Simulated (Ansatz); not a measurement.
## By hand: formation energy of the neutral Si_Ge in Ge (diamond, Fd-3m)

Consider the formation energy of the neutral Si_Ge in Ge (diamond, Fd-3m). Reaction: Si (diamond) + 53 Ge (diamond) → cell A.

A: a supercell of 54 sites of Ge (diamond, Fd-3m) with Si on a Ge site (4 Ge at 2.45 Å); spin state with PBE: run without spin.

Method: Ansatz (a program for electronic structure), PAW, neutral cells at 0 K with nuclei at rest, on structures from PBE. Ansatz runs with its default PAW set. Other levels take these structures. The lattices are those relaxed with PBE, so at other levels the solids can be strained, which adds to the spread. Larger cells are relaxed from a start prepared with the learned potential CHGNet till forces fall under 0.03 eV/Å, which some starts already meet. A dispersion term (D3(BJ), or D4 for r2SCAN) was computed beside these levels and is taken off wherever the name lacks it. The PAW files were made for PBE and serve at the other functionals too. Space groups of crystals are read within 0.01 Å. Mesh and cell size may move defect energies by 0.1 eV or more. Cell A has symmetry F-43m within 0.02 Å and got no random move, so less symmetric positions, which may lie lower, weren't tried.

Total energies of the cells in eV, at zero smearing width. They compare only within one column; the weights balance every element.

```csv
cell,atoms,weight,r2SCAN,r2SCAN+D4
A: Ge:Si_Ge,54,+1,-228691.41135,-228697.17911
Si (diamond),2,−1/2,-1278.13039,-1278.36436
Ge (diamond),54,−53/54,-232355.35973,-232361.13088
```

r2SCAN: (-228691.41135) − 1/2 × (-1278.13039) − 53/54 × (-232355.35973) = 0.137 eV.

r2SCAN+D4: (-228697.17911) − 1/2 × (-1278.36436) − 53/54 × (-232361.13088) = 0.150 eV.
